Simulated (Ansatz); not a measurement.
Output of an Ansatz run (abridged):

```
WARN ansatz: RAYON_NUM_THREADS=1 ignored (pool sized by the plan → 1); use --threads N
Pseudopotentials: kind: paw
Pseudopotential: Au, paw, valence charge 19
Pseudopotential: Cd, paw, valence charge 20
Crystal: 16 atoms, lattice volume = 314.962 Å³
Basis set: ecut = 500 eV, 7993 PW (Γ), exchange–correlation on 240×240×240 points (64 copies of the dense FFT grid, shifted against one another)
Bands: 189, of which v1, the nominal top of the filled ones, is band 157 counted from 1 (156 counted from 0)
Symmetry: 16 space group operations
Space group: I4/mcm (ITA 140), of the structure as read, at distance tolerance 6.8e-5 Å
k-points: 13 of 64
PAW frozen core: Au, regenerated for the run's functional
PAW frozen core: Cd, regenerated for the run's functional
Initial density: superposition of atomic densities (neutral atoms: chi_scale 0, normalization atom), corrected by the library's trained network
Initial wavefunctions: pseudopotential atomic-orbital guess
Eigensolver: davidson
Functional: x = r2scan, c = r2scan; τ floored in thin density (d = 2e-4 eV/Å³)
SCF iter   1: F=—  HF=-161666.161520 eV  |F-HF|=—  |Δ(HF+E_count)|=         —  Δρ=9.69e-3  dr2=3.41e-1  dr2_τ=1.43e-1  ethr=1.77e-3  ⟨swp⟩=5.2  Hψ=7829  notcnv=0  defer=154
all-band conjugate gradients solve this SCF's bands
preconditioner: auto → Kerker (q_TF=auto, 2.727 Å⁻¹)
SCF iter   2: F=—  HF=-161666.158516 eV  |F-HF|=—  |Δ(HF+E_count)|=   3.00e-3  S|Δr|=    0.00e0  Δρ=4.53e-3  dr2=6.62e-2  dr2_τ=9.07e-3  ethr=1.08e-4  ⟨swp⟩=2.0  Hψ=3261  notcnv=0  defer=209
SCF iter   3: F=—  HF=-161666.159515 eV  |F-HF|=—  |Δ(HF+E_count)|=   9.99e-4  S|Δr|=    0.00e0  Δρ=1.69e-3  dr2=9.36e-3  dr2_τ=5.00e-4  ethr=2.11e-5  ⟨swp⟩=2.0  Hψ=2641  notcnv=0  defer=209
SCF iter   4: F=—  HF=-161666.162001 eV  |F-HF|=—  |Δ(HF+E_count)|=   2.49e-3  S|Δr|=    0.00e0  Δρ=4.87e-4  dr2=7.37e-4  dr2_τ=4.84e-5  ethr=2.98e-6  ⟨swp⟩=2.0  Hψ=4177  notcnv=0  defer=209
SCF iter   5: F=—  HF=-161666.162590 eV  |F-HF|=—  |Δ(HF+E_count)|=   5.89e-4  S|Δr|=    0.00e0  Δρ=1.50e-4  dr2=1.03e-4  dr2_τ=4.93e-6  ethr=2.35e-7  ⟨swp⟩=2.0  Hψ=3336  notcnv=0  defer=209
SCF iter   6: F=—  HF=-161666.162696 eV  |F-HF|=—  |Δ(HF+E_count)|=   1.06e-4  S|Δr|=    0.00e0  Δρ=5.47e-5  dr2=6.82e-6  dr2_τ=7.07e-7  ethr=3.28e-8  ⟨swp⟩=2.0  Hψ=3349  notcnv=0  defer=209
SCF iter   7: F=—  HF=-161666.162653 eV  |F-HF|=—  |Δ(HF+E_count)|=   4.29e-5  S|Δr|=    0.00e0  Δρ=1.98e-5  dr2=1.78e-6  dr2_τ=8.25e-8  ethr=2.17e-9  ⟨swp⟩=2.0  Hψ=3970  notcnv=0  defer=209
SCF iter   8: F=—  HF=-161666.162654 eV  |F-HF|=—  |Δ(HF+E_count)|=   4.40e-7  S|Δr|=    0.00e0  Δρ=5.23e-6  dr2=1.58e-7  dr2_τ=5.42e-9  ethr=5.67e-10  ⟨swp⟩=2.1  Hψ=3560  notcnv=0  defer=209
SCF iter   9: F=-161666.162654 eV  HF=-161666.162654 eV  |F-HF|=1.14e-8  |Δ(HF+E_count)|=   9.82e-8  S|Δr|=    0.00e0  Δρ=2.40e-6  dr2=3.09e-8  dr2_τ=1.41e-9  ethr=3.18e-11  ⟨swp⟩=10.5  Hψ=11805  notcnv=0
SCF 1 converged in 9 iterations: F = -161666.162654 eV  dr2 = 3.09e-8
SCF converged after 9 iterations
Stability not checked (fill_not_monotonic)
Free energy (F): -161666.162654 eV
Harris-Foulkes:  -161666.162654 eV  (|F-HF|=1.14e-8)
Internal energy: -161666.169786 eV  (E = F + TS)
E sigma→0 (E₀):  -161666.165031 eV
Entropy (-TS):   0.007132 eV (0.446 meV/atom)
Fermi energy:    16.801762 eV
Step filling:    the computed levels leave a gap of 0.0409 eV = 0.4 smearing widths
--- Per-component energies (eV) ---
  E_band       = -5589.613585
  E_kinetic    = 8688.753216
  E_local      = -39605.795701  (includes V_loc(G=0)·N_el)
  E_nonlocal   = 777.277778
  E_hartree    = 18202.911122
  E_xc         = -3001.954755
  E_vxc        = -4317.252872  (∫ρ·V_xc dr)
  E_paw        = -99431.851642  (= ΣΔE_a)
  E_vpaw       = -7840.390315  (= ΣTr[D̂ρ^β])
  E_aug_tail   = 0.004375  (compensation charges beyond the density's cutoff)
  E_vtau       = 301.987045  (kinetic-family band-sum trace: ∫τ·v_τ [+ j·A + Jᵃ·Aᵃ] dr)
  E_ewald      = -47288.808530
  E_core_change = -6.705649  (= ΣΔE_core)
  E_smearing   = 0.007132  (= −TS)
  E_closure    = -0.000000  (closes the sum)
  Σ components = -161666.162654   (vs F -161666.162654, Δ=0.00e0)
--- Forces (eV/Å), atoms counted from 1 ---
  atom   1  Au    -0.10099288    -0.10099288    -0.00000000
  atom   2  Au     0.10099288    -0.10099288     0.00000000
  atom   3  Au     0.10099288     0.10099288     0.00000000
  atom   4  Au    -0.10099288     0.10099288    -0.00000000
  atom   5  Au     0.00000000     0.00000000     0.00000000
  atom   6  Au     0.00000000    -0.00000000    -0.00000000
  atom   7  Cd     0.01100770     0.02546937    -0.00000000
  atom   8  Cd    -0.02546937     0.01100770     0.00000000
  atom   9  Cd    -0.01100770    -0.02546937     0.00000000
  atom  10  Cd     0.02546937    -0.01100770    -0.00000000
  atom  11  Cd     0.01100770    -0.02546937    -0.00000000
  atom  12  Cd    -0.02546937    -0.01100770     0.00000000
  atom  13  Cd    -0.01100770     0.02546937     0.00000000
  atom  14  Cd     0.02546937     0.01100770     0.00000000
  atom  15  Cd    -0.00000000     0.00000000     0.00000000
  atom  16  Cd    -0.00000000     0.00000000    -0.00000000
  max |Σ_I F_I| component: 3.04e-17 eV/Å
--- Stress (GPa, compression-positive) ---
       -0.416446      -0.000000      -0.000000
       -0.000000      -0.416446       0.000000
       -0.000000       0.000000       1.749690
  P = ⅓ Tr σ = 0.3056 GPa (3.056 kbar)
  The stress holds the Pulay correction. Without it, at fixed plane waves, as pw.x and ABINIT print it: P = 0.2083 GPa
--- Band table (eV; the first three rows and the last of 13) ---
  k-point 0: bands = ["-91.5812", "-91.5687", "-91.4838", "-91.4838", "-91.4837", "-91.4837", "-89.3334", "-89.3232", "-89.1458", "-89.1455", "-89.1455", "-89.1451", "-89.1447", "-89.1444", "-89.1444", "-89.1441", "-49.5790", "-49.4541", "-49.4541", [...]
  k-point 1: bands = ["-91.5812", "-91.5687", "-91.4838", "-91.4838", "-91.4837", "-91.4837", "-89.3334", "-89.3232", "-89.1458", "-89.1455", "-89.1455", "-89.1451", "-89.1448", "-89.1444", "-89.1443", "-89.1441", "-49.5790", "-49.4541", "-49.4541", [...]
  k-point 2: bands = ["-91.5812", "-91.5687", "-91.4838", "-91.4838", "-91.4837", "-91.4837", "-89.3334", "-89.3232", "-89.1458", "-89.1456", "-89.1455", "-89.1451", "-89.1448", "-89.1444", "-89.1443", "-89.1441", "-49.5790", "-49.4541", "-49.4541", [...]
  k-point 12: bands = ["-91.5812", "-91.5687", "-91.4838", "-91.4838", "-91.4837", "-91.4837", "-89.3334", "-89.3232", "-89.1457", "-89.1456", "-89.1456", "-89.1450", "-89.1449", "-89.1443", "-89.1443", "-89.1441", "-49.5790", "-49.4541", [...]
```

The structure:

```xyz
16
Lattice="-5.4042 5.4042 2.6961 5.4042 -5.4042 2.6961 5.4042 5.4042 -2.6961" Properties=species:S:1:pos:R:3 pbc="T T T"
Au     1.8050     7.2092     0.0000
Au     3.5992     1.8050     0.0000
Au     3.5992    -1.8050     2.6961
Au     1.8050     3.5992     2.6961
Au     0.0000     0.0000     1.3480
Au     0.0000     0.0000     4.0441
Cd     0.8463     2.4308     0.0000
Cd     8.3776     0.8463     0.0000
Cd     4.5579     2.9734     2.6961
Cd    -2.9734     4.5579     2.6961
Cd     6.2505     2.9734     0.0000
Cd     2.9734     4.5579     0.0000
Cd    -0.8463     2.4308     2.6961
Cd     2.4308     0.8463     2.6961
Cd     0.0000     5.4042     1.3480
Cd     5.4042     0.0000     1.3480
```

Question: What input produced this log?

Answer: Other spellings and defaults could give the same log, and not every line can be read from it. The input that was run (DFT, r2SCAN, plane waves, default PAW files made with PBE):

Ansatz 0.2 input:
```yaml
# Cd5Au3
crystal:
  lattice:
    - [-5.404230, 5.404230, 2.696070]
    - [5.404230, -5.404230, 2.696070]
    - [5.404230, 5.404230, -2.696070]
  atoms:
    - { symbol: Au, position: [0.667000, 0.167000, 0.834000] }
    - { symbol: Au, position: [0.167000, 0.333000, 0.500000] }
    - { symbol: Au, position: [0.333000, 0.833000, 0.166000] }
    - { symbol: Au, position: [0.833000, 0.667000, 0.500000] }
    - { symbol: Au, position: [0.250000, 0.250000, 0.000000] }
    - { symbol: Au, position: [0.750000, 0.750000, 0.000000] }
    - { symbol: Cd, position: [0.224900, 0.078300, 0.303200] }
    - { symbol: Cd, position: [0.078300, 0.775100, 0.853400] }
    - { symbol: Cd, position: [0.775100, 0.921700, 0.696800] }
    - { symbol: Cd, position: [0.921700, 0.224900, 0.146600] }
    - { symbol: Cd, position: [0.275100, 0.578300, 0.853400] }
    - { symbol: Cd, position: [0.421700, 0.275100, 0.696800] }
    - { symbol: Cd, position: [0.724900, 0.421700, 0.146600] }
    - { symbol: Cd, position: [0.578300, 0.724900, 0.303200] }
    - { symbol: Cd, position: [0.750000, 0.250000, 0.500000] }
    - { symbol: Cd, position: [0.250000, 0.750000, 0.500000] }
basis:
  ecutwfc: 500.0
kpoints:
  mp_grid:
    grid: [4, 4, 4]
hamiltonian:
  xc: r2scan
  pseudopotentials:
    kind: paw
scf:
  occupations:
    method: cold
    width: 0.1
output:
  forces: true
  eigenvalues: true
  stress: true
```

The starting cell comes from a database of published, mostly measured structures (it also holds non-ambient and calculated ones), without a prior relaxation at this level. Its lattice was rescaled by a random factor within 2.5 % of one. Spin-orbit coupling is off. Ansatz's pressure includes its estimate of the finite-basis (Pulay) stress.

Ansatz is a first-principles code.
